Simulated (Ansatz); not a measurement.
Functionals compared on the (323) surface of beta tin in its 1x1 cell, outermost plane spacing 0.23 Å in the ideal cut, in Ansatz (plane waves, PAW). The structure was relaxed with PBE; the other rows are single points on it. Cutoff 420 eV (500 eV for r2SCAN).

Set-up: 24 atoms, 10.1 Å thick at the start (thin: gaps and levels are the slab's own); mesh 6x4x1; 0.1 eV smearing; dipole correction on; all atoms relaxed; symmetry of the start imposed; no spin, no spin-orbit, no U. These notes are the PBE run's.

```tsv
functional	work function of the top face (eV)	rough cost of the single point
PBE	4.12	–
LDA	4.39	around 9 core-minutes (rough)
PBEsol	4.20	very roughly 8 core-minutes
RPBE	4.00	around 10 core-minutes (rough)
r2SCAN	4.25	around 16 core-minutes (rough)
```

Ansatz is a quantum-chemistry and plane-wave program.
